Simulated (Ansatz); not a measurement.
An Ansatz (an electronic-structure program) run: Al2Cu with a change (biaxial strain +1.10 %, plane normal [111], relaxed out of plane); Ansatz, PBEsol, PAW, cutoff 420 eV, no spin-orbit coupling.

Input:

Ansatz 0.2 input:
```yaml
crystal:
  lattice:
    - [4.0940909231, 0, 0]
    - [2.0470454615, 3.5455867448, 0]
    - [2.0470454615, -1.1818622483, 3.2882549741]
  atoms:
    - { symbol: Al, position: [0.5, 0.25, 0.75] }
    - { symbol: Al, position: [0.5, 0.75, 0.25] }
    - { symbol: Cu, position: [0, 0.5, 0.5] }
basis: { ecutwfc: 420, ecutrho_ratio: 4, xc_grid: 2, fft_grid_basis: typed }
kpoints: { mp_grid: { grid: [17, 17, 17] } }
hamiltonian:
  xc: pbesol
  dispersion: none
  pseudopotentials: { kind: paw }
scf: { occupations: { method: fermi_dirac, width: 0.1 } }
relax: { f_tol: 0.005, max_steps: 50, cell: { stress_tol: 0.01, fix: [a, b, gamma] } }
output: { forces: true, stress: true }
checkpoint: { write: state.ck, write_every: 1000 }
```

Output (explanatory and most iteration lines left out):

```
Relaxation: its limit of steps is 50 (relax.max_steps)
Pseudopotential: Al, paw, valence charge 3
Pseudopotential: Cu, paw, valence charge 19
Crystal: 3 atoms, lattice volume = 47.732 Å³
Basis set: ecut = 420 eV, 941 PW (Γ), exchange–correlation on 60×60×60 points (8 copies of the dense FFT grid, shifted against one another)
Bands: 17, of which v1, the nominal top of the filled ones, is band 13 counted from 1 (12 counted from 0)
Symmetry: 12 space group operations
Space group: R-3m (ITA 166), of the structure as read, at distance tolerance 3.6e-5 Å
k-points: 489 of 4913
Functional: x = pbesol(κ = 0.804, μ = 0.12345679012345678), c = pbesol(β = 0.046)
SCF iter   1: F=—  HF=-7638.424058 eV  |F-HF|=—  |Δ(HF+E_count)|=         —  Δρ=8.06e-3  dr2=1.71e-2  ethr=1.77e-3  ⟨swp⟩=5.2  Hψ=41962  notcnv=0
SCF iter   2: F=—  HF=-7638.420959 eV  |F-HF|=—  |Δ(HF+E_count)|=   3.10e-3  Δρ=1.21e-3  dr2=7.97e-4  ethr=6.86e-5  ⟨swp⟩=2.0  Hψ=16627  notcnv=0
SCF 1 converged in 7 iterations: F = -7638.420968 eV  dr2 = 8.88e-9
relax step   1: F+E_penalty+E_count = -7638.42096802 eV  Δ(F+E_penalty+E_count) = +0.000e0 eV  max|allowed force component| = 9.166e-2 eV/Å  Δτ_max = 0.0000 Å  P = -1.618 GPa  Ω = 47.732 Å³  fix = [a, b, gamma]  reactions: a -2.571, b -2.571 GPa  (7 SCF iters, dr2 threshold 1.00e-7 eV, accepted)
[... steps on the carried basis left out ...]
relax step   4: F+E_penalty+E_count = -7638.42206400 eV  Δ(F+E_penalty+E_count) = -4.569e-6 eV  max|allowed force component| = 8.037e-5 eV/Å  Δτ_max = 0.0001 Å  P = -1.544 GPa  Ω = 47.687 Å³  energy of the carried Pulay correction = +1.677e-5 eV  fix = [a, b, gamma]  reactions: a -2.318, b -2.318 GPa  (6 SCF iters, dr2 threshold 3.49e-9 eV, accepted)
Crystal: 3 atoms, lattice volume = 47.687 Å³
SCF iter   1: F=—  HF=-7638.422046 eV  |F-HF|=—  |Δ(HF+E_count)|=         —  Δρ=1.55e-6  dr2=1.73e-10  ethr=4.13e-8  ⟨swp⟩=3.0  Hψ=63971  notcnv=0
SCF iter   2: F=—  HF=-7638.422045 eV  |F-HF|=—  |Δ(HF+E_count)|=   1.08e-6  Δρ=8.45e-7  dr2=4.96e-11  ethr=1.00e-12  ⟨swp⟩=3.0  Hψ=18080  notcnv=0
SCF 5 converged in 9 iterations: F = -7638.422045 eV  dr2 = 1.81e-17
SCF converged after 9 iterations
Free energy (F): -7638.422045 eV
Internal energy: -7638.394836 eV  (E = F + TS)
E sigma→0 (E₀):  -7638.408441 eV
Entropy (-TS):   -0.027208 eV (-9.069 meV/atom)
Fermi energy:    9.170583 eV
--- Forces (eV/Å), atoms counted from 1 ---
  atom   1  Al    -0.00000000    -0.00000000     0.00007454
  atom   2  Al     0.00000000     0.00000000    -0.00007454
  atom   3  Cu    -0.00000000     0.00000000     0.00000000
--- Stress (GPa, compression-positive) ---
       -2.318689      -0.000000      -0.000000
        0.000000      -2.318689      -0.000000
       -0.000000      -0.000000       0.003059
  P = ⅓ Tr σ = -1.5448 GPa (-15.448 kbar)
--- Relaxed structure (4 steps of the walk, 4 accepted, 1 SCFs on fresh bases) ---
  cell:  # Å, volume = 47.6869 Å³
    - [4.0940909230954485, 2.886715906767536e-11, 4.150165414078117e-11]
    - [2.0470454615227247, 3.5455867448183747, 3.872176500078145e-11]
    - [2.0470454615227562, -1.1818622482701977, 3.285134901975377]
  atoms:
    - { symbol: Al, position: [0.5024896386076054, 0.24875518069619743, 0.7462655420885923] }
    - { symbol: Al, position: [0.49751036139239496, 0.7512448193038026, 0.2537344579114078] }
    - { symbol: Cu, position: [1.6653345369377348e-16, 0.5, 0.5000000000000001] }
```

Whether these cells are dynamically stable was not tested. All final runs are without spin polarisation. The cell was made from Al2Cu (space group Fm-3m, No. 225; a cell from a computed database, its experimental status unchecked) by this change: biaxial strain +1.10 %, plane normal [111], relaxed out of plane.
